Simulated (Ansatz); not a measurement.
## Mo: uniaxial stress, 2 GPa compression along z

Start from Mo in the bcc (W type) structure (space group Im-3m, No. 229; a = 3.130 Å). Axes: x, y, z lie along the cube axes.

Modification: uniaxial stress, 2 GPa compression along z, with the cell and atoms free to relax against it.

Level of theory: Ansatz (an electronic-structure program), PBEsol, PAW, cutoff 420 eV, no spin-orbit coupling. Settings: 21×21×21 k-points, 0.05 eV Fermi–Dirac smearing.

| quantity | base | changed | shift |
|---|---|---|---|
| volume per atom | 15.33 Å³ | 15.29 Å³ | -0.04 Å³ |
| space group | Im-3m (No. 229) | I4/mmm (No. 139) | – |
| shortest interatomic distance | 2.710 Å | 2.708 Å | -0.002 Å |
| energy relative to the base (free energy F) | 0 meV/atom | +0.5 meV/atom | +0.5 meV/atom |
| band gap | zero | zero | – |
| strain response (xx, yy, zz) (rough) | – | (+0.14, +0.14, −0.51) % | – |

Final structure:

```xyz
1
Lattice="-1.5670 1.5670 1.5567 1.5670 -1.5670 1.5567 1.5670 1.5670 -1.5567" Properties=species:S:1:pos:R:3 pbc="T T T"
Mo     0.0000     0.0000     0.0000
```

Without a gap, meshes like the base's 21×21×21 leave anisotropic stresses uncertain by several tenths of a GPa, and small strain energies with them. Beyond what the load breaks, stability against distortions was not tested. All final runs are without spin polarisation.
